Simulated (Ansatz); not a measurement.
Consider Bi₂Te₃ in the Bi2Te3 type structure (space group R-3m, No. 166; a = 4.3945 Å, c = 31.3843 Å (hexagonal axes)).

One thing is altered: Se takes the place of Te on all its sites; the structure is relaxed again.

Levels (all Ansatz, a quantum-chemistry and plane-wave program, PAW): r2SCAN+rVV10 (500 eV, no spin-orbit coupling); HSE06 (420 eV, no spin-orbit coupling).

The geometry is relaxed with r2SCAN+rVV10.

```
Property                Result
---------------------  -------
r2SCAN+rVV10 band gap  0.60 eV
```

Q: Predict the band gap from HSE06.

A: The band gap goes up by 0.20 eV to 0.80 eV.

Single points use the geometry relaxed with r2SCAN+rVV10. Spin-orbit coupling, missing from the scalar runs, can matter with Bi. Stability against distortions was not tested.
